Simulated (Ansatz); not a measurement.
# A computed series for Ti3Al: response to strain

Take Ti$_{3}$Al (space group P6_3/mmc, No. 194; a = 5.747 Å, c = 4.632 Å) as the base. Axes: x lies along a and z along c of the hexagonal cell.

Strains are applied to the cell and any free atomic positions relax; under stress the whole cell relaxes.

The values are results of DFT with r2SCAN, PAW potentials and a 500 eV plane-wave cutoff in Ansatz (a quantum-chemistry and plane-wave program), scalar-relativistic without spin-orbit coupling, earlier PAW set, not measurements.

Candidates:
(a) strain tensor (xx, yy, zz, yz, xz, xy) = (+0.03, +0.55, −0.98, −0.90, −0.57, −0.58) %
(b) isotropic strain +0.49 %
(c) uniaxial stress, 1 GPa tension along x
(d) uniaxial strain ε_yy = −1.37 %

Notes on the quantities. energy relative to the base: free energy F.

Question: Order them by energy relative to the base, lowest first.

Answer: (c) uniaxial stress, 1 GPa tension along x (+0.3 meV/atom), (b) isotropic strain +0.49 % (+1.3 meV/atom), (d) uniaxial strain ε_yy = −1.37 % (+2.0 meV/atom), (a) strain tensor (xx, yy, zz, yz, xz, xy) = (+0.03, +0.55, −0.98, −0.90, −0.57, −0.58) % (+3.1 meV/atom)

Beyond what the load breaks, stability against distortions was not tested. The final runs are not spin-polarised.
